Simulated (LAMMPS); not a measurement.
Melts of GaN (wurtzite) cooled to 300 K at several rates.

Model: classical MD, pair style sw, file GaN.sw; code LAMMPS.

```
cooling rate (K/s)  energy above the crystal                state                  density  coordination number of Ga by N        rough cost
------------------  ------------------------  -------------------  -----------------------  ------------------------------  ----------------
3e+12                          0.148 eV/atom         crystallised  5.85 g/cm³ (one sample)        3.96 (counted to 2.62 Å)   50 core-minutes
1e+13                          0.370 eV/atom  partly crystallised  5.80 g/cm³ (one sample)        3.96 (counted to 2.50 Å)    8 core-minutes
1e+14                          0.504 eV/atom                glass  5.67 g/cm³ (one sample)        3.91 (counted to 2.50 Å)  2.1 core-minutes
```

Costs are rough and include melting and analysis.

Caution: at ambient pressure real GaN sublimes or decomposes before or as it melts, so this liquid is the model's.

Caution (rows 3e+12; 1e+13): the cell keeps the atom count and shape of the starting crystal, which eases freezing.
